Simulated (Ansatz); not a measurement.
SiS2 (Ibam), Ansatz (a quantum-chemistry and plane-wave program) with PBEsol+D3BJ, rigid bands: N_c = 2.65e19 cm⁻³ at 300 K and an electron conductivity mass of 0.636 mₑ along x (a = (-2.72, 4.43, 2.74) Å; b = (2.72, -4.43, 2.74) Å; c = (2.72, 4.43, -2.74) Å).

Q: For 1e16 electrons per cm³ at 300 K, place the Fermi level, estimate the Seebeck coefficient of a parabolic band with constant τ, and give mobility and conductivity for τ = 20 fs.

A: The level lies k_BT ln(N_c/n) = 0.204 eV below the conduction-band minimum. S ≈ −(k_B/e)[ln(N_c/n) + 5/2] = -895 μV/K, against -892 μV/K from the full bands (mean over directions). μ = eτ/m = 55.3 cm²/(V·s) and σ = neμ = 0.0886 S/cm. τ is assumed, not computed.

Band transport and this doping are assumed; polarons and phonon drag are left out. Spin-orbit coupling is left out. Geometry: cell and atoms relaxed with PBEsol+D3(BJ).

Formula and space group known from diffraction (Crystallography Open Database), not checked to be the room-temperature form: SiS2 (Ibam).
